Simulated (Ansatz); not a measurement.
## Effect of Si vacancy, symmetric start on SiC

Base system: a 16-atom supercell of SiC in the zinc blende structure (space group F-43m, No. 216; a = 4.3563 Å) at its relaxed geometry.

The change: one Si atom is removed, atoms relaxed at fixed cell.

All numbers come from Ansatz (an electronic-structure program), r2SCAN, PAW, cutoff 500 eV, no spin-orbit coupling. Γ-centred 5×5×5 mesh, Fermi–Dirac width 0.01 eV.

```tsv
quantity	base	changed	shift
pressure	0.0 GPa	1.4 GPa	+1.4 GPa
energy gained by relaxation	–	0.78 eV	–
largest displacement of a host atom from its site in the perfect cell	–	0.17 Å	–
mean distance from the defect site to its nearest host atoms	1.89 Å	2.06 Å	+0.17 Å
```

Cost of the whole job for the changed cell (relaxation, final SCF and bands): around 2.6 core-minutes (rough).

The magnetic state is the one reached from the starting moments; the real material's order can differ, and small cells can't hold many antiferromagnetic ones. In so small a cell the defect repeats every few ångströms: this is an ordered compound, not a dilute defect. A case with no gap was solved on a k-mesh chosen for an insulator, which is coarse for it. The defect started on the symmetric site and kept its symmetry, so it may sit on a saddle. The defect cell is spin-polarised and ends with 0.2 μB, a fractional moment that hangs on the mesh and smearing.
